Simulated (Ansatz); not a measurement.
A stack in vacuum: 3 layers of blue-P, started at parallel, no shift (facing atoms over hollows or bridges; blue-P a predicted or substrate-bound sheet, here free).

Method: PBE+D3(BJ) (plane waves to 420 eV, PAW; Ansatz, an electronic-structure program). Scalar-relativistic, without spin–orbit coupling; PBE gaps are too small against experiment. Its k-point mesh 12×12×1, Fermi–Dirac width 0.01 eV. A dipole correction is on.

Task: Predict its spacing and gap.

Result: 
| Property | Result |
|---|---|
| gap between facing atomic planes | 3.10, 3.11 Å |
| step of the vacuum level across the stack (top less bottom) | 0.00 eV |
| PBE gap over the mesh and listed points off it | 0.28 eV, indirect (lowest direct gap 1.50 eV) |
| valence and conduction edges under the vacuum level of the lower face | 5.05 and 4.78 eV |
